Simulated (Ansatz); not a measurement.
# Sr: Li interstitial (started 2.64 Å from the nearest host atom), symmetric start

Take a 12-atom supercell of Sr in the fcc (Cu type) structure (space group Fm-3m, No. 225; a = 6.0999 Å) at its relaxed geometry as the base.

Now apply this change: one Li atom is added in an open site, starting 2.64 Å from the nearest host atom, atoms relaxed at fixed cell.

Level of theory: Kohn–Sham DFT with the r2SCAN functional, run in Ansatz (a quantum-chemistry and plane-wave program) with PAW and 500 eV plane waves, no SOC. k-mesh 5×4×5 (Γ-centred); smearing 0.05 eV (Fermi–Dirac).

```tsv
quantity	base	changed	shift
pressure	0.0 GPa	0.6 GPa	+0.6 GPa
largest displacement of a host atom from its site in the perfect cell	–	0.86 Å	–
final site of the added atom	–	4 Sr at 2.89–3.10 Å (tetrahedral)	–
```

Cost of the whole job for the changed cell (relaxation, final SCF and bands): around 10 core-minutes (rough).

In so small a cell the defect repeats every few ångströms: this is an ordered compound, not a dilute defect. The defect started on the symmetric site and kept its symmetry, so it may sit on a saddle. The defect cell is not spin-polarised.
